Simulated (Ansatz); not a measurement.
## A self-consistent single point of ReTc (P3m1, 2 atoms in the cell) with Ansatz

Method of the run: PBEsol, default PAW files made with PBE (plane waves; Ansatz, a quantum-chemistry and plane-wave program).

Input as run:

Ansatz 0.2 input:
```yaml
crystal:
  lattice:
    - [2.741052, 0.000000, 0.000000]
    - [-1.370526, 2.373821, 0.000000]
    - [0.000000, 0.000000, 4.426949]
  atoms:
    - { symbol: Tc, position_ang: [1.370527, 0.791273, 0.049998] }
    - { symbol: Re, position_ang: [0.000000, 0.000000, 2.213474] }
basis:
  ecutwfc: 500.0 eV
kpoints:
  mp_grid: { grid: [14, 14, 8] }
hamiltonian:
  xc: pbesol
  pseudopotentials: { kind: paw }
scf:
  occupations: { method: fermi_dirac, width: 0.1 eV }
output:
  forces: true
  eigenvalues: true
  stress: true
```

Log, with long lists cut:

```
WARN the atoms were moved onto the symmetric positions of the space group found under crystal.symmetry.tolerance 1.0e-5 (fractional …
WARN ansatz: RAYON_NUM_THREADS=1 ignored (pool sized by the plan → 1); use --threads N
Pseudopotentials: kind: paw
Pseudopotential: Tc, paw, valence charge 15
Pseudopotential: Re, paw, valence charge 15
Crystal: 2 atoms, lattice volume = 28.805 Å³
Basis set: ecut = 500 eV, 713 PW (Γ), exchange–correlation on 40×40×72 points (8 copies of the dense FFT grid, shifted against one another)
Bands: 19, of which v1, the nominal top of the filled ones, is band 15 counted from 1 (14 counted from 0)
Symmetry: 6 space group operations
Space group: P3m1 (ITA 156), of the structure as read, at distance tolerance 3.1e-5 Å
k-points: 168 of 1568 (time reversal used)
PAW frozen core: Tc, regenerated for the run's functional, and the local potential with it
PAW frozen core: Re, regenerated for the run's functional, and the local potential with it
Initial density: superposition of atomic densities (chi_scale 0.1, normalization cell)
Initial wavefunctions: pseudopotential atomic-orbital guess
Eigensolver: davidson
Functional: x = pbesol(κ = 0.804, μ = 0.12345679012345678), c = pbesol(β = 0.046)
SCF iter   1: F=—  HF=-16075.643812 eV  |F-HF|=—  |Δ(HF+E_count)|=         —  Δρ=7.82e-2  dr2=3.55e0  ethr=3.10e-3  ⟨swp⟩=5.0  Hψ=12740  notcnv=0
all-band conjugate gradients solve this SCF's bands
preconditioner: auto → none
SCF iter   2: F=—  HF=-16075.303068 eV  |F-HF|=—  |Δ(HF+E_count)|=   3.41e-1  Δρ=5.91e-2  dr2=2.55e0  ethr=3.10e-3  ⟨swp⟩=2.1  Hψ=5176  notcnv=0
SCF iter   3: F=—  HF=-16074.969961 eV  |F-HF|=—  |Δ(HF+E_count)|=   3.33e-1  Δρ=8.21e-3  dr2=1.19e-2  ethr=3.10e-3  ⟨swp⟩=2.1  Hψ=5037  notcnv=0
SCF iter   4: F=—  HF=-16074.970178 eV  |F-HF|=—  |Δ(HF+E_count)|=   2.17e-4  Δρ=2.91e-3  dr2=5.46e-3  ethr=3.98e-5  ⟨swp⟩=2.0  Hψ=4881  notcnv=0
SCF iter   5: F=—  HF=-16074.969923 eV  |F-HF|=—  |Δ(HF+E_count)|=   2.54e-4  Δρ=1.87e-3  dr2=3.56e-3  ethr=1.82e-5  ⟨swp⟩=2.0  Hψ=5120  notcnv=0
SCF iter   6: F=—  HF=-16074.969242 eV  |F-HF|=—  |Δ(HF+E_count)|=   6.81e-4  Δρ=8.44e-4  dr2=6.48e-4  ethr=1.19e-5  ⟨swp⟩=2.2  Hψ=4317  notcnv=0
SCF iter   7: F=—  HF=-16074.969105 eV  |F-HF|=—  |Δ(HF+E_count)|=   1.38e-4  Δρ=2.10e-4  dr2=3.73e-5  ethr=2.16e-6  ⟨swp⟩=2.0  Hψ=4349  notcnv=0
SCF iter   8: F=—  HF=-16074.969097 eV  |F-HF|=—  |Δ(HF+E_count)|=   7.37e-6  Δρ=2.68e-5  dr2=5.16e-7  ethr=1.24e-7  ⟨swp⟩=2.0  Hψ=4383  notcnv=0
SCF iter   9: F=-16074.969097 eV  HF=-16074.969097 eV  |F-HF|=1.49e-9  |Δ(HF+E_count)|=   8.72e-8  Δρ=2.22e-6  dr2=1.93e-9  ethr=3.33e-10  ⟨swp⟩=5.6  Hψ=13954  notcnv=0
SCF 1 converged in 9 iterations: F = -16074.969097 eV  dr2 = 1.93e-9
SCF converged after 9 iterations
Free energy (F): -16074.969097 eV
Harris-Foulkes:  -16074.969097 eV  (|F-HF|=1.49e-9)
Internal energy: -16074.910766 eV  (E = F + TS)
E sigma→0 (E₀):  -16074.939932 eV
Entropy (-TS):   -0.058331 eV (-29.166 meV/atom)
Fermi energy:    23.219870 eV
--- Per-component energies (eV) ---
  E_band       = -117.944666
  E_kinetic    = 1165.036598
  E_local      = -1934.825782  (includes V_loc(G=0)·N_el)
  E_nonlocal   = 339.635194
  E_hartree    = 589.180284
  E_xc         = -639.456313
  E_vxc        = -598.513738  (∫ρ·V_xc dr)
  E_paw        = -11750.614084  (= ΣΔE_a)
  E_vpaw       = -267.637568  (= ΣTr[D̂ρ^β])
  E_aug_tail   = -0.000047  (compensation charges beyond the density's cutoff)
  E_ewald      = -3844.326722
  E_core_change = 0.460106  (= ΣΔE_core)
  E_smearing   = -0.058331  (= −TS)
  E_closure    = 0.000000  (closes the sum)
  Σ components = -16074.969097   (vs F -16074.969097, Δ=0.00e0)
--- Forces (eV/Å), atoms counted from 1 ---
  atom   1  Tc     0.00000000    -0.00000000    -0.14222225
  atom   2  Re    -0.00000000     0.00000000     0.14219796
  max |Σ_I F_I| component: 2.43e-5 eV/Å
--- Stress (GPa, compression-positive) ---
       -1.832242       0.000000      -0.000000
        0.000000      -1.832242       0.000000
       -0.000000       0.000000      -3.371706
  P = ⅓ Tr σ = -2.3454 GPa (-23.454 kbar)
  The stress holds the Pulay correction. Without it, at fixed plane waves, as pw.x and ABINIT print it: P = -2.3783 GPa
--- Band table (eV; the first three rows and the last of 168) ---
  k-point 0: bands = ["-56.5009", "-43.3201", "-18.5815", "-17.8922", "-17.8922", "-15.2878", "-14.8848", "-14.8848", "14.3187", "17.3296", "21.6380", "21.6380", "21.6436", "22.3993", "22.3993", "23.2925", "23.2925", "24.3527", "26.2810"]
  k-point 1: bands = ["-56.5008", "-43.3203", "-18.5644", "-17.8919", "-17.8919", "-15.3114", "-14.8853", "-14.8853", "14.4810", "17.3815", "21.5399", "21.5535", "21.5535", "22.2964", "22.2964", "23.5280", "23.5280", "23.8464", "26.2961"]
  k-point 2: bands = ["-56.5008", "-43.3209", "-18.5219", "-17.8911", "-17.8911", "-15.3694", "-14.8864", "-14.8864", "14.9235", "17.5083", "21.2726", "21.4290", "21.4290", "22.0407", "22.0407", "22.7363", "24.0874", "24.0874", "26.2633"]
  k-point 167: bands = ["-56.4089", "-43.1631", "-18.6639", "-18.5060", "-18.3468", "-15.5834", "-15.4434", "-15.2330", "18.7727", "18.9202", "19.6634", "19.9657", "21.1194", "21.3497", "23.0669", "23.4308", "26.1270", "26.5165", "31.9658"]
```

The run converged in 9 iterations.

The starting cell comes from a database of computed structures (which also holds hypothetical and non-ambient phases and stackings), without a prior relaxation at this level. Its lattice was rescaled by up to half a per cent. One atom was moved a little off its site on purpose. Spin-orbit coupling is off. Spin polarisation is off. Ansatz's pressure includes its estimate of the finite-basis (Pulay) stress.
